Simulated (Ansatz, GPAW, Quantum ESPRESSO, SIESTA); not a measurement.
**Cd (P6_3/mmc, 2 atoms in the cell) computed with different codes at matched settings**

Self-consistent single point.

```
Cd
1.0
    1.50192    -2.60140     0.00000
    1.50192     2.60140     0.00000
    0.00000     0.00000     5.66496
Cd
2
Direct
  0.33333   0.66667   0.25000
  0.66667   0.33333   0.75000
```

Shared settings, as Ansatz (a first-principles code) writes them: kpoints.mp_grid.grid = 6 6 3; scf.occupations.method = gaussian; scf.occupations.width = 0.1 eV. Potentials and cutoffs stand in the table.

```
code                                                                                                                                model  pressure (GPa)       cutoff
----------------  -----------------------------------------------------------------------------------------------------------------------  --------------  -----------
Quantum ESPRESSO                                                                         PBE, SSSP 1.1.2 precision (PBE) pseudopotentials            1.17        55 Ry
GPAW                                                                                         PBE, GPAW PAW datasets PBE (gpaw-data 1.0.1)            1.36       600 eV
Ansatz                                                                                                             PBE, default PAW files            1.84      default
SIESTA            GGA PBE, numerical atomic orbitals DZP, PseudoDojo PBE standard norm-conserving potentials (rewritten from UPF to PSML)           -6.78  grid 350 Ry
```

The spread over the programs that give each value: pressure within 8.62 GPa.

SIESTA uses small atom-centred bases, whose incompleteness enters pressures, forces and empty levels differently from a plane-wave cutoff. Ansatz's pressure is given at a fixed set of plane waves, as the other plane-wave codes print theirs; with its correction for the finite basis it is 1.90 GPa. In the pressure, SIESTA (by 8.14) lies more than 1 GPa from the median of the plane-wave programs.

On the base mesh (13 13 6) the same programs gave: Ansatz pressure 1.29 GPa; Quantum ESPRESSO pressure 0.62 GPa; GPAW pressure 0.83 GPa; SIESTA pressure -6.95 GPa.

The values differ from the base mesh's, so the mesh still matters here: the table compares the programs at equal settings.

The starting cell has typed, rounded lattice constants, without a prior relaxation at this level. Its lattice was rescaled by a random factor within 2.5 % of one.

Left out of this page: CP2K (on another mesh); Elk and FLEUR (not drawn, or without a comparable value).

Keys are those of Ansatz 0.2.
